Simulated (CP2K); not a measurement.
Band structure of Al2Au (Fm-3m, 3 atoms in the cell).

```xyz
3
Lattice="4.2846 0.0000 0.0000 2.1423 3.7106 0.0000 2.1423 1.2369 3.4983" Properties=species:S:1:pos:R:3 pbc="T T T"
Al     2.1423     1.2369     0.8746
Al     6.4269     3.7106     2.6238
Au     0.0000     0.0000     0.0000
```

Method: CP2K with PBE, GPW, DZVP-MOLOPT-SR-GTH basis, GTH-PBE potentials (GTH_POTENTIALS).

Settings: CUTOFF = 500 Ry; REL_CUTOFF = 50 Ry; SMEAR/METHOD = FERMI_DIRAC; ELECTRONIC_TEMPERATURE = 1160.45 K; KPOINTS/SCHEME = MONKHORST-PACK 6 6 6; GAMMA_CENTERED = T; XC_FUNCTIONAL = PBE; Al/BASIS_SET = DZVP-MOLOPT-SR-GTH-q3; Al/POTENTIAL = GTH-PBE-q3; Au/BASIS_SET = DZVP-MOLOPT-SR-GTH-q11; Au/POTENTIAL = GTH-PBE-q11; METHOD = GPW; EPS_DEFAULT = 1e-10; EXTRAPOLATION = USE_GUESS.

The starting cell comes from a database of computed structures (which also holds hypothetical and non-ambient phases and stackings), without a prior relaxation at this level. Its lattice was rescaled by a random factor within 2.5 % of one. Spin-orbit coupling is off. Values carry the incompleteness of an atom-centred basis.

Levels in eV from the Fermi level, bands 6 to 11:
```
point      6      7      8      9    10    11
-----  -----  -----  -----  -----  ----  ----
Γ      -5.63   2.13   3.10   3.10  3.10  3.87
X      -5.33  -4.97  -1.99  -1.99  1.09  2.10
W      -5.17  -3.97  -3.97  -2.14  4.13  4.13
K      -5.49  -4.57  -3.35  -1.27  1.76  4.53
L      -5.50  -5.39   0.45   0.45  3.40  3.44
U      -5.49  -4.57  -3.35  -1.27  1.76  4.53
```

Bands cross the Fermi level along this path, so the cell is metallic at this level.

Higher empty bands are left out: an atom-centred basis made for the valence describes them poorly.
